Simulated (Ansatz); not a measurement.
Base system: Te (space group P3_121, No. 152; a = 4.624 Å, c = 5.904 Å; made of chains). Axes: x lies along a and z along c of the hexagonal cell.

All numbers come from Ansatz (a first-principles code) r2SCAN, without spin-orbit coupling, earlier PAW set.

Strains are applied to the cell and any free atomic positions relax; under biaxial strain the out-of-plane vector relaxes too.

One change was made to it. Results:

The smallest direct gap increases by 0.01 eV, from 0.59 eV to 0.60 eV; the band gap goes up by 0.02 eV to 0.56 eV.

Question: Name the change that was made.
(A) biaxial strain −2.35 %, plane normal [001], relaxed out of plane
(B) isotropic strain +2.82 %
(C) biaxial strain −2.56 %, plane normal [001], relaxed out of plane
(D) uniaxial strain ε_xx = +1.08 %
(E) biaxial strain +3.84 %, plane normal [001], relaxed out of plane

Answer: D, uniaxial strain ε_xx = +1.08 %. For comparison, the band gap in the other runs: biaxial strain −2.56 %, plane normal [001], relaxed out of plane gives 0.34 eV; biaxial strain +3.84 %, plane normal [001], relaxed out of plane gives 0.83 eV; isotropic strain +2.82 % gives 0.49 eV; biaxial strain −2.35 %, plane normal [001], relaxed out of plane gives 0.35 eV.

With Te present, leaving out spin-orbit coupling can change the band edges. No phonon test of stability was made. No dispersion term is included, though the crystal is made of layers, chains or molecules, so its spacings can come out too wide.
